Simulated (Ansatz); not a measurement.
**B in the bcc (W type) structure (space group Im-3m, No. 229; a hypothetical phase, not in the database extracts checked)**

```
CELL_PARAMETERS angstrom
     -1.15333     1.15333     1.15333
      1.15333    -1.15333     1.15333
      1.15333     1.15333    -1.15333
ATOMIC_POSITIONS crystal
  B  0.00000 0.00000 0.00000
```

All numbers come from PBE, PAW, 420 eV (Ansatz, a first-principles code; without spin-orbit coupling). k-mesh 28×28×28 (Γ-centred); smearing 0.05 eV (Fermi–Dirac).

- Volume per atom = 6.14 Å³
- Density = 2.93 g/cm³
- Band gap = zero
- Total energy = -154.200 eV/atom (σ→0; compares only within this code and set-up)

Whether these cells are dynamically stable was not tested.
